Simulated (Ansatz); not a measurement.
A computed series for CdS: thickness series

The parent structure is CdS in the wurtzite structure (space group P6_3mc, No. 186).

```
CdS
1.0
    4.16356     0.00000     0.00000
   -2.08178     3.60575     0.00000
    0.00000     0.00000     6.76722
Cd S
2 2
Cartesian
  2.08178   1.20192   0.00670
  0.00000   2.40383   3.39031
  2.08178   1.20192   4.22417
  0.00000   2.40383   0.84055
```

Cartesian axes are those of the cell as printed.

Free-standing slabs (4 atom(s) a layer) normal to the y axis with 15 Å of vacuum; in-plane cell held at bulk.

Computed with DFT with r2SCAN, PAW potentials and a 500 eV plane-wave cutoff in Ansatz (a quantum-chemistry and plane-wave program), no spin-orbit coupling.

```tsv
number of layers	band gap (eV)
1	2.39
2	?
3	1.87
4	1.79
```

### Question
Fit E_g(N) = E_bulk + A N^(−s) with E_bulk = 1.63 eV, fitted as a line in log–log form to the rows shown and predict the withheld row.

### Answer
Least squares on the printed values gives A = 0.77 eV, s = 1.10 (largest residual 0.01 eV); this predicts 1.99 eV, and the run gives 2.02 eV, 0.03 higher.

Stability against distortions was not tested.
